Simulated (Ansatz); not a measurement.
**SiC: pressure series**

Take SiC in the zinc blende structure (space group F-43m, No. 216; a = 4.3798 Å) as the base.

Cell and atoms are relaxed at each pressure.

Method: DFT with PBE, PAW potentials and a 420 eV plane-wave cutoff in Ansatz (a first-principles code), no SOC.

Candidates:
(a) pressure 0.9 GPa
(b) pressure −2 GPa
(c) pressure 30 GPa

For the base:

| Property | Value |
|---|---|
| Width of the top valence band | 4.63 eV |

Order them by width of the top valence band, lowest first.

(b) pressure −2 GPa (4.59 eV), (a) pressure 0.9 GPa (4.64 eV), (c) pressure 30 GPa (5.07 eV)

The levels and masses belong to the bands next to the band gap. Load acts through the strain it causes; cell and atoms are relaxed under it. No phonon test of stability was made. No other phases were tried under pressure.
